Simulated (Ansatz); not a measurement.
A hypothetical phase is included: elements placed on a structure type, which no database files for this compound.

By r2SCAN, the system below comes out a metal.

A figure of merit of an interconnect metal is its ballistic conductance per area.

Given:

```xyz
2
Lattice="2.7137 0.0000 0.0000 0.0000 2.7137 0.0000 0.0000 0.0000 2.7137" Properties=species:S:1:pos:R:3 pbc="T T T"
Ga     0.0000     0.0000     0.0000
N      1.3568     1.3568     1.3568
```

The cell was relaxed by PBE-D3(BJ); by r2SCAN it stands under a pressure of -2.7 GPa.

The current flows along the normal of the first two printed cell vectors, the (001) plane of the conventional cell. No spin-orbit coupling; the value is a mean over 0.1 eV about the Fermi level.

Question: Compute, with r2SCAN (Ansatz, a program for electronic structure), the ballistic conductance per area.

Answer: 1.2 × 10¹⁵ S/m² for both spins.
